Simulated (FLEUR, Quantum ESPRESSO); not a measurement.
A Quantum ESPRESSO input for a self-consistent single point of CaGaSiH (P3m1, 4 atoms in the cell) (DFT, PBEsol, plane waves, GBRV 1.5 ultrasoft (PBESOL) pseudopotentials):

```fortran
&control
 calculation = 'scf',
 outdir = './tmp',
 pseudo_dir = './',
 tprnfor = .true.,
 tstress = .true.,
/
&system
 ibrav = 0,
 nat = 4,
 ntyp = 4,
 ecutwfc = 50,
 ecutrho = 250,
 occupations = 'smearing',
 smearing = 'fd',
 degauss = 0.00147,
/
&electrons
 conv_thr = 1.0e-11,
 mixing_beta = 0.3,
/
ATOMIC_SPECIES
Ca    40.0780  ca_pbesol_v1.uspp.F.UPF
Ga    69.7230  ga_pbesol_v1.4.uspp.F.UPF
Si    28.0850  si_pbesol_v1.uspp.F.UPF
H      1.0080  h_pbesol_v1.4.uspp.F.UPF
ATOMIC_POSITIONS crystal
Ca    0.00000000    0.00000000    0.00000000
Ga    0.66666667    0.33333333    0.55680000
Si    0.33333333    0.66666667    0.43370000
H     0.66666667    0.33333333    0.92500000
K_POINTS automatic
6 6 5  0 0 0
CELL_PARAMETERS angstrom
   4.09110027     0.00000000     0.00000000
  -2.04555014     3.54299676     0.00000000
   0.00000000     0.00000000     4.76280000
```

Question: Translate this input to FLEUR.

Answer: This is the input that was run; spellings and numerical settings could be chosen otherwise.

Input of the input generator:

```
CaGaSiH FLAPW
&input film=f /
1.0000000000 -0.0000000154 0.0000000000
-0.4999999867 0.8660254115 0.0000000000
0.0000000000 0.0000000000 1.1641855940
7.7310590619
1.0 1.0 1.0

4
20 0.0000000833 -0.0000000833 0.0000000000
31 0.6666667500 0.3333332500 0.5568000000
14 0.3333334167 0.6666665833 0.4337000000
1 0.6666667500 0.3333332500 0.9250000000

&comp jspins=1 /
&exco xctyp='PBEs' /
&kpt div1=6 div2=6 div3=5 gamma=t /
&end /
```

```xml
<?xml version="1.0" encoding="UTF-8" standalone="no"?>
<fleurInput fleurInputVersion="0.39">
   <comment>
      CaGaSiH FLAPW                                                                                       
   </comment>
   <calculationSetup>
      <cutoffs Kmax="4.7" Gmax="14.1" GmaxXC="14.1" numbands="0"/>
      <scfLoop itmax="80" minDistance="0.00001" maxIterBroyd="15" imix="Anderson" alpha="0.05" precondParam="0.0" spinf="2.0"/>
      <coreElectrons ctail="T" frcor="F" kcrel="0" coretail_lmax="0"/>
      <xcFunctional name="PBEs" relativisticCorrections="F"/>
      <magnetism jspins="1"/>
      <soc l_soc="F" theta="0.0" phi="0.0" spav="F"/>
      <expertModes spex="0" secvar="F"/>
      <geometryOptimization l_f="T" forcealpha="1.0" forcemix="BFGS" epsdisp="0.00001" epsforce="0.00001"/>
      <ldaU l_linMix="F" mixParam="0.05" spinf="1.0"/>
   </calculationSetup>
   <cell>
      <bzIntegration valenceElectrons="28.0" mode="hist" fermiSmearingEnergy="0.00073499">
         <kPointListSelection listName="default-1"/>
         <!-- k-points included here -->
         <xi:include xmlns:xi="http://www.w3.org/2001/XInclude" href="kpts.xml"> </xi:include>
      </bzIntegration>
      <!-- symmetry operations included here -->
      <xi:include xmlns:xi="http://www.w3.org/2001/XInclude" href="sym.xml"> </xi:include>
      <bulkLattice scale="1.0">
         <bravaisMatrix>
            <row-1>    7.7310590618999999    -0.0000001190583096     0.0000000000000000</row-1>
            <row-2>   -3.8655294281269144     6.6952936054127514     0.0000000000000000</row-2>
            <row-3>    0.0000000000000000     0.0000000000000000     9.0003875862271343</row-3>
         </bravaisMatrix>
      </bulkLattice>
   </cell>
   <atomSpecies>
      <species name="Calcium (Ca)" element="Ca" atomicNumber="20">
         <mtSphere radius="2.68" gridPoints="925" logIncrement="0.013"/>
         <atomicCutoffs lmax="10" lnonsphr="8"/>
         <electronConfig flipSpins="F">
            <coreConfig>(1s1/2) (2s1/2) (2p1/2) (2p3/2)</coreConfig>
            <valenceConfig>(3s1/2) (3p1/2) (3p3/2) (4s1/2)</valenceConfig>
         </electronConfig>
         <energyParameters s="4" p="4" d="3" f="4"/>
         <lo type="SCLO" l="0" n="3" eDeriv="0"/>
         <lo type="SCLO" l="1" n="3" eDeriv="0"/>
      </species>
      <species name="Gallium (Ga)" element="Ga" atomicNumber="31">
         <mtSphere radius="2.16" gridPoints="745" logIncrement="0.017"/>
         <atomicCutoffs lmax="8" lnonsphr="6"/>
         <electronConfig flipSpins="F">
            <coreConfig>(1s1/2) (2s1/2) (2p1/2) (2p3/2) (3s1/2) (3p1/2) (3p3/2)</coreConfig>
            <valenceConfig>(4s1/2) (3d3/2) (3d5/2) (4p1/2) (4p3/2)</valenceConfig>
            <stateOccupation state="(4p1/2)" spinUp="0.1666666666667" spinDown="0.1666666666667"/>
            <stateOccupation state="(4p3/2)" spinUp="0.3333333333333" spinDown="0.3333333333333"/>
         </electronConfig>
         <energyParameters s="4" p="4" d="3" f="4"/>
         <lo type="HELO" l="2" n="4" eDeriv="0"/>
      </species>
      <species name="Silicon (Si)" element="Si" atomicNumber="14">
         <mtSphere radius="2.14" gridPoints="737" logIncrement="0.016"/>
         <atomicCutoffs lmax="8" lnonsphr="6"/>
         <electronConfig flipSpins="F">
            <coreConfig>(1s1/2) (2s1/2) (2p1/2) (2p3/2)</coreConfig>
            <valenceConfig>(3s1/2) (3p1/2) (3p3/2)</valenceConfig>
            <stateOccupation state="(3p1/2)" spinUp="0.3333333333333" spinDown="0.3333333333333"/>
            <stateOccupation state="(3p3/2)" spinUp="0.6666666666667" spinDown="0.6666666666667"/>
         </electronConfig>
         <energyParameters s="3" p="3" d="3" f="4"/>
      </species>
      <species name="Hydrogen (H)" element="H" atomicNumber="1">
         <mtSphere radius="0.94" gridPoints="325" logIncrement="0.025"/>
         <atomicCutoffs lmax="6" lnonsphr="4"/>
         <electronConfig flipSpins="F">
            <coreConfig></coreConfig>
            <valenceConfig>(1s1/2)</valenceConfig>
            <stateOccupation state="(1s1/2)" spinUp="0.5" spinDown="0.5"/>
         </electronConfig>
         <energyParameters s="1" p="2" d="3" f="4"/>
      </species>
   </atomSpecies>
   <atomGroups>
      <atomGroup species="Calcium (Ca)">
         <relPos label="                   1">.0000000000 .0000000000 .0000000000</relPos>
         <force calculate="T" relaxXYZ="TTT"/>
      </atomGroup>
      <atomGroup species="Gallium (Ga)">
         <relPos label="                   2">-1.000/3.000 1.000/3.000 -.4432000000</relPos>
         <force calculate="T" relaxXYZ="TTT"/>
      </atomGroup>
      <atomGroup species="Silicon (Si)">
         <relPos label="                   3">1.000/3.000 -1.000/3.000 .4337000000</relPos>
         <force calculate="T" relaxXYZ="TTT"/>
      </atomGroup>
      <atomGroup species="Hydrogen (H)">
         <relPos label="                   4">-1.000/3.000 1.000/3.000 -3.000/40.000</relPos>
         <force calculate="T" relaxXYZ="TTT"/>
      </atomGroup>
   </atomGroups>
   <output dos="F" band="F" slice="F">
      <checks vchk="F" cdinf="F"/>
      <bandDOS minEnergy="-.5*Htr" maxEnergy="0.5*Htr" sigma="0.015" storeEVData="T"/>
      <vacuumDOS vacdos="F" integ="F" star="F" nstars="0" locx1="0.0" locy1="0.0" locx2="0.0" locy2="0.0" nstm="0" tworkf="0.0"/>
      <unfoldingBand unfoldBand="F" supercellX="1" supercellY="1" supercellZ="1"/>
      <plotting iplot="0" polar="F">
         <plot TwoD="T" vec1="  1.0  0.0  0.0" vec2="  0.0  1.0  0.0" vec3="  0.0  0.0  1.0" zero="  0.0  0.0  0.0" file="plot"/>
      </plotting>
      <chargeDensitySlicing numkpt="0" minEigenval="0.0" maxEigenval="0.0" nnne="0" pallst="F"/>
      <specialOutput eonly="F"/>
      <magneticCircularDichroism mcd="F" energyLo="-10.0" energyUp="0.0"/>
   </output>
  <!-- We include the file relax.xml here to enable relaxations (see documentation) -->
  <xi:include xmlns:xi="http://www.w3.org/2001/XInclude" href="relax.xml"> <xi:fallback/> </xi:include>
</fleurInput>
```

Basis settings and potentials, where a program has them, do not carry over. This input uses DFT, PBEsol, all-electron FLAPW (FLEUR), scalar-relativistic valence.

The starting cell comes from a database of computed structures (which also holds hypothetical and non-ambient phases and stackings), without a prior relaxation at this level.
